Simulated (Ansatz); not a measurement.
Ansatz (a quantum-chemistry and plane-wave program) run on LuHg (P4mm, 2 atoms in the cell): self-consistent single point.

Level of theory: LDA (PW92), default PAW files made with PBE (plane waves; Ansatz).

```xyz
2
Lattice="3.6281 0.0000 0.0000 0.0000 3.6281 0.0000 0.0000 0.0000 3.6281" Properties=species:S:1:pos:R:3 pbc="T T T"
Lu     1.8140     1.8140     1.8640
Hg     0.0000     0.0000     0.0000
```

Reference input (self-consistent single point, DFT, LDA (PW92), plane waves, default PAW files made with PBE): basis.ecutwfc = 30.9 Ry; kpoints.mp_grid.grid = 9 9 9; hamiltonian.xc = lda; hamiltonian.pseudopotentials = {kind: paw} (the program's default PAW files); scf.occupations.method = gaussian; scf.occupations.width = 0.0073 Ry. This run's input differs from it in these lines:

Ansatz 0.2 input:
```diff
@@ -12,3 +12,3 @@
 kpoints:
-  mp_grid: { grid: [9, 9, 9] }
+  mp_grid: { grid: [10, 10, 10] }
 hamiltonian:
@@ -17,3 +17,3 @@
 scf:
-  occupations: { method: gaussian, width: 0.0073 Ry }
+  occupations: { method: gaussian, width: 0.0015 Ry }
 output:
```

The program printed (abridged):

```
SCF iter   1: F=—  HF=-28016.495626 eV  |F-HF|=—  |Δ(HF+E_count)|=         —  Δρ=4.09e-3  dr2=3.24e-3  ethr=1.77e-3  ⟨swp⟩=5.7  Hψ=17382  notcnv=0
all-band conjugate gradients solve this SCF's bands
preconditioner: auto → Resta (q_TF=auto, 2.701 Å⁻¹)
SCF iter   2: F=—  HF=-28016.494080 eV  |F-HF|=—  |Δ(HF+E_count)|=   1.55e-3  Δρ=2.09e-3  dr2=8.10e-4  ethr=7.21e-6  ⟨swp⟩=3.7  Hψ=9832  notcnv=0  defer=40
   [... lines left out ...]
SCF iter   4: F=—  HF=-28016.493952 eV  |F-HF|=—  |Δ(HF+E_count)|=   4.64e-5  Δρ=3.12e-4  dr2=2.24e-5  ethr=3.33e-7  ⟨swp⟩=2.9  Hψ=7286  notcnv=0  defer=40
SCF iter   5: F=—  HF=-28016.493951 eV  |F-HF|=—  |Δ(HF+E_count)|=   1.76e-6  Δρ=7.96e-5  dr2=2.07e-6  ethr=4.98e-8  ⟨swp⟩=2.1  Hψ=5833  notcnv=0  defer=40
SCF iter   6: F=—  HF=-28016.493951 eV  |F-HF|=—  |Δ(HF+E_count)|=   3.03e-7  Δρ=1.28e-5  dr2=3.88e-8  ethr=2.22e-10  ⟨swp⟩=8.8  Hψ=25148  notcnv=0
SCF iter   7: F=-28016.493951 eV  HF=-28016.493951 eV  |F-HF|=1.97e-8  |Δ(HF+E_count)|=   9.06e-8  Δρ=5.26e-6  dr2=1.11e-8  ethr=8.62e-11  ⟨swp⟩=5.3  Hψ=14646  notcnv=0
SCF 1 converged in 7 iterations: F = -28016.493951 eV  dr2 = 1.11e-8
Free energy (F): -28016.493951 eV
Internal energy: -28016.493504 eV  (E = F + TS)
E sigma→0 (E₀):  -28016.493728 eV
Entropy (-TS):   -0.000447 eV (-0.224 meV/atom)
Fermi energy:    16.199656 eV
--- Forces (eV/Å), atoms counted from 1 ---
  atom   1  Lu     0.00000000     0.00000000    -0.08504144
  atom   2  Hg    -0.00000000     0.00000000     0.08504690
--- Stress (GPa, compression-positive) ---
       -5.237772       0.000000      -0.000000
        0.000000      -5.237772       0.000000
       -0.000000       0.000000      -5.247841
  P = ⅓ Tr σ = -5.2411 GPa (-52.411 kbar)
  The stress holds the Pulay correction. Without it, at fixed plane waves, as pw.x and ABINIT print it: P = -5.2862 GPa
```

The run converged in 7 iterations. Against the reference run the free energy goes up by 3.8 meV/atom, the pressure moves little (-5.32 to -5.24 GPa) and the largest force hardly changes (0.088 to 0.085 eV/Å).

The starting cell comes from a database of computed structures (which also holds hypothetical and non-ambient phases and stackings), without a prior relaxation at this level. Its lattice was rescaled by up to half a per cent. One atom was moved a little off its site on purpose. With a pressure of about -5 GPa the cell is away from its equilibrium volume at this level. Ansatz's pressure includes its estimate of the finite-basis (Pulay) stress.
